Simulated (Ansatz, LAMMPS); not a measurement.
# Si well of 16 atomic layers along [001] in random Si0.7Ge0.3, interfaces graded over 4 layers

Cell 16.67 × 16.67 × 55.03 Å, Si581Ge139, 720 atoms. Prepared with LAMMPS with Tersoff's 1989 multicomponent potential (SiCGe.tersoff): minimisation. 

That structure was relaxed on with PBE, support functions at accuracy medium on the grid of 370 eV (Ansatz, a program for electronic structure). Basis: localised support functions (accuracy medium) on a full density matrix. k-points: zone centre alone; occupations: Fermi-Dirac, 0.010 eV; spin polarisation not allowed. Spin-orbit coupling is left out.

What does DFT change in the classical structure?

The energy falls by 0.3 meV an atom over 3 steps; atoms move by 0.011 Å root mean square, 0.03 Å at most.
```json
[
 {"quantity": "4-fold atoms (%)", "classical minimum": "100.0", "after DFT steps": "100.0"},
 {"quantity": "spread of bond angles (°)", "classical minimum": "0.9", "after DFT steps": "1.1"}
]
```
